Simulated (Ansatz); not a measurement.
Input and output of a self-consistent single point for PdAu3 (I4mm, 4 atoms in the cell) (Ansatz, a quantum-chemistry and plane-wave program).

Computed with LDA (PW92), default PAW files made with PBE (plane waves; Ansatz).

The change in words: lattice scaled by 0.98; basis.ecutwfc: 420 eV → 335 eV. Reference geometry:
```xyz
4
Lattice="-2.0629 2.0629 4.0227 2.0629 -2.0629 4.0227 2.0629 2.0629 -4.0227" Properties=species:S:1:pos:R:3 pbc="T T T"
Pd     0.0000     0.0000     0.0500
Au     0.0000     2.0629     2.0113
Au     2.0629     0.0000     2.0113
Au     0.0000     0.0000     4.0227
```

Reference input (self-consistent single point, DFT, LDA (PW92), plane waves, default PAW files made with PBE): basis.ecutwfc = 420 eV; kpoints.mp_grid.grid = 8 8 8; hamiltonian.xc = lda; hamiltonian.pseudopotentials = {kind: paw} (the program's default PAW files); scf.occupations.method = fermi_dirac; scf.occupations.width = 0.1 eV. This run's input differs from it in these lines:

Ansatz 0.2 input:
```diff
@@ -2,12 +2,12 @@
   lattice:
-    - [-2.062863, 2.062863, 4.022663]
-    - [2.062863, -2.062863, 4.022663]
-    - [2.062863, 2.062863, -4.022663]
+    - [-2.021606, 2.021606, 3.942210]
+    - [2.021606, -2.021606, 3.942210]
+    - [2.021606, 2.021606, -3.942210]
   atoms:
-    - { symbol: Pd, position_ang: [-0.000000, 0.000000, 0.050002] }
-    - { symbol: Au, position_ang: [0.000000, 2.062863, 2.011331] }
-    - { symbol: Au, position_ang: [2.062863, 0.000000, 2.011331] }
-    - { symbol: Au, position_ang: [0.000000, 0.000000, 4.022663] }
+    - { symbol: Pd, position_ang: [0.000000, -0.000000, 0.049002] }
+    - { symbol: Au, position_ang: [0.000000, 2.021606, 1.971105] }
+    - { symbol: Au, position_ang: [2.021606, 0.000000, 1.971105] }
+    - { symbol: Au, position_ang: [0.000000, 0.000000, 3.942210] }
 basis:
-  ecutwfc: 420.0
+  ecutwfc: 335.0
 kpoints:
```

Output, abridged:

```
SCF iter   1: F=—  HF=-45439.722818 eV  |F-HF|=—  |Δ(HF+E_count)|=         —  Δρ=1.13e-2  dr2=7.59e-2  ethr=1.77e-3  ⟨swp⟩=6.0  Hψ=8938  notcnv=0  defer=31
all-band conjugate gradients solve this SCF's bands
preconditioner: auto → Kerker (q_TF=auto, 2.798 Å⁻¹)
SCF iter   2: F=—  HF=-45439.710340 eV  |F-HF|=—  |Δ(HF+E_count)|=   1.25e-2  Δρ=4.65e-3  dr2=1.21e-2  ethr=1.01e-4  ⟨swp⟩=1.9  Hψ=3984  notcnv=0  defer=37
SCF iter   3: F=—  HF=-45439.707327 eV  |F-HF|=—  |Δ(HF+E_count)|=   3.01e-3  Δρ=7.31e-4  dr2=2.24e-4  ethr=1.61e-5  ⟨swp⟩=2.0  Hψ=3680  notcnv=0  defer=37
SCF iter   4: F=—  HF=-45439.707280 eV  |F-HF|=—  |Δ(HF+E_count)|=   4.77e-5  Δρ=1.09e-4  dr2=6.84e-6  ethr=2.99e-7  ⟨swp⟩=2.5  Hψ=4491  notcnv=0  defer=37
SCF iter   5: F=—  HF=-45439.707283 eV  |F-HF|=—  |Δ(HF+E_count)|=   3.34e-6  Δρ=2.91e-5  dr2=9.18e-7  ethr=9.12e-9  ⟨swp⟩=1.4  Hψ=2713  notcnv=0  defer=37
SCF iter   6: F=-45439.707283 eV  HF=-45439.707283 eV  |F-HF|=3.79e-8  |Δ(HF+E_count)|=   1.83e-7  Δρ=8.14e-6  dr2=5.50e-8  ethr=1.33e-10  ⟨swp⟩=7.7  Hψ=11818  notcnv=0
SCF 1 converged in 6 iterations: F = -45439.707283 eV  dr2 = 5.50e-8
Free energy (F): -45439.707283 eV
Internal energy: -45439.668579 eV  (E = F + TS)
E sigma→0 (E₀):  -45439.687931 eV
Entropy (-TS):   -0.038703 eV (-9.676 meV/atom)
Fermi energy:    20.467829 eV
--- Forces (eV/Å), atoms counted from 1 ---
  atom   1  Pd    -0.00000000     0.00000000    -0.36496018
  atom   2  Au     0.00000000     0.00000000     0.20603211
  atom   3  Au     0.00000000    -0.00000000     0.20603211
  atom   4  Au    -0.00000000    -0.00000000    -0.04711272
--- Stress (GPa, compression-positive) ---
       -2.666666       0.000000      -0.000000
        0.000000      -2.666666       0.000000
       -0.000000       0.000000      -2.864172
  P = ⅓ Tr σ = -2.7325 GPa (-27.325 kbar)
  The stress holds the Pulay correction. Without it, at fixed plane waves, as pw.x and ABINIT print it: P = -5.3607 GPa
```

The run converged in 6 iterations. Against the reference run the free energy drops by 28.3 meV/atom, the pressure goes from -12.14 to -2.73 GPa and the largest force goes from 0.254 to 0.365 eV/Å.

The starting cell comes from a database of computed structures (which also holds hypothetical and non-ambient phases and stackings), without a prior relaxation at this level. Its lattice was rescaled by up to half a per cent. One atom was moved a little off its site on purpose. For this run, on top of that: lattice scaled by 0.98. Spin polarisation is off. Ansatz's pressure includes its estimate of the finite-basis (Pulay) stress. Without the estimate this run gives -5.36 GPa. The cutoff lies below the one recommended for these files.
